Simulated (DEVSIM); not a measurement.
Device: illuminated Si p-on-n cell, one wavelength, at 300 K.

Layer 1 from the left is Si, thickness (μm) 0.0580, Na (cm⁻³) 5.5e17, τn (s) 8.9e-5, τp (s) 9.4e-5, absorption coefficient (cm⁻¹) 74000. Layer 2 from the left is Si, thickness (μm) 21.0, Nd (cm⁻³) 2.3e15, τn (s) 9.5e-5, τp (s) 9.5e-5, absorption coefficient (cm⁻¹) 74000.

Left contact: ohmic, minority electron recombination velocity 7e6 cm/s. Right contact: ohmic, minority hole recombination velocity 7e6 cm/s. Voltage is applied to the left contact. Recombination: SRH at mid-gap, radiative, Auger. Light enters at the left, 4.6e16 photons cm⁻² s⁻¹, one pass, no reflection. Mobility is μmin + (μ − μmin)/(1 + (N/Nref)^α).

This is a model device: material constants are rounded textbook-type values typed into the input, and sizes, dopings and lifetimes were drawn at random. Values at 300 K.

Si: gap (eV) 1.124, affinity (eV) 4.05, permittivity 11.7, Nc (cm⁻³) 2.86e19, Nv (cm⁻³) 3.1e19, μn (cm²/Vs) 1417, μp (cm²/Vs) 470, μn,min 52, μp,min 45, Nref,n 9.7e16, Nref,p 2.2e17, αn 0.68, αp 0.72, B (cm³/s) 4.7e-15, Cn (cm⁶/s) 2.8e-31, Cp (cm⁶/s) 9.9e-32.

Model (solved in DEVSIM): 1D drift-diffusion, Boltzmann statistics, complete ionisation; no tunnelling, impact ionisation, image-force lowering or self-heating.

Q: What does the simulation give for the short-circuit current, the largest field in the device at zero bias, the dark forward voltage at 100 A/cm²?

A: short-circuit current 6.34 mA/cm²; largest field in the device at zero bias 44000 V/cm; dark forward voltage at 100 A/cm² 0.811 V.
